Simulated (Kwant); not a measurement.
Computed with Kwant: Hückel tight-binding model, one pz orbital an atom, one spin, coherent transport at 0 K. Conductance is in e²/h.

System: π system c1ccc(cc1)-c1cccc(c1)-c1ccccc1 between two chain leads. The π system is taken as planar. Atoms are numbered from 0 in the order of the SMILES. Site energies (eV, carbon 0): [0.0, 0.0, 0.0, 0.0, 0.0, 0.0, 0.0, 0.0, 0.0, 0.0, 0.0, 0.0, 0.0, 0.0, 0.0, 0.0, 0.0, 0.0]. Bonds (i, j, β in eV): (0,1,-2.4) (1,2,-2.4) (2,3,-2.4) (3,4,-2.4) (4,5,-2.4) (3,6,-2.4) (6,7,-2.4) (7,8,-2.4) (8,9,-2.4) (9,10,-2.4) (10,11,-2.4) (10,12,-2.4) (12,13,-2.4) (13,14,-2.4) (14,15,-2.4) (15,16,-2.4) (16,17,-2.4) (5,0,-2.4) (11,6,-2.4) (17,12,-2.4). Leads: chains of hopping −3.6 eV, joined by −0.72 eV to atoms 1 and 11.

Site energies and bond integrals are typed Hückel values.

Sweep values stay those of the base run.

One input was changed, with this effect: transmission at E = 0 < 1e-12 → 0.0036.

Task: Which change was it?
A) contacts moved from atoms [1, 11] to [0, 13]
B) contacts moved from atoms [1, 11] to [1, 2]
C) contacts moved from atoms [1, 11] to [2, 7]
D) contacts moved from atoms [1, 11] to [2, 9]
E) contacts moved from atoms [1, 11] to [2, 13]
F) contacts moved from atoms [1, 11] to [0, 2]

Result: B, contacts moved from atoms [1, 11] to [1, 2]
